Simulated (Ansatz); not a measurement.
Sr(OH)2 (Pnma, No. 62; cell taken from a computed entry) was calculated with PBEsol in Ansatz (PAW).

Numerical settings: plane-wave cutoff 500 eV, 4×10×8 k mesh (along the axes of the cell as run), gaussian smearing 0.02 eV, scalar-relativistic PAW data made under PBE.

Cell (relaxed at this level):

SrH2O2 has the orthorhombic space group Pnma (No. 62), Pearson symbol oP20. Cell: a = 9.7841 Å, b = 3.8809 Å, c = 5.9229 Å, α = β = γ = 90.00°. Sr on 4c has 1 H at 2.456 Å and 3 H at 2.786–2.827 Å and 7 O at 2.513–2.715 Å. H1 on 4c sees 1 O at 0.976 Å and 2 Sr at 2.827 Å (trigonal pyramidal). H2 on 4c is coordinated by 1 O at 0.993 Å and 1 Sr at 2.456 Å and 1 Sr at 2.786 Å. O1 on 4c is coordinated by 1 H at 0.976 Å and 3 Sr at 2.513–2.552 Å. O2 on 4c is coordinated by 1 H at 0.993 Å and 4 Sr at 2.520–2.715 Å. (Neighbours: up to the widest gap in distance over summed covalent radii, below 1.35, at either atom; cation-cation and far metal-metal contacts left out.)

Task: Give the computed band gap.

Result: 
band gap: 4.14 eV (on the SCF k mesh)

Note: the relaxation could not lower the start's symmetry, so the cell can be a saddle point above a distorted one.

Spin–orbit coupling is not included.

Computed values are for the static lattice.

Ansatz is a first-principles code.
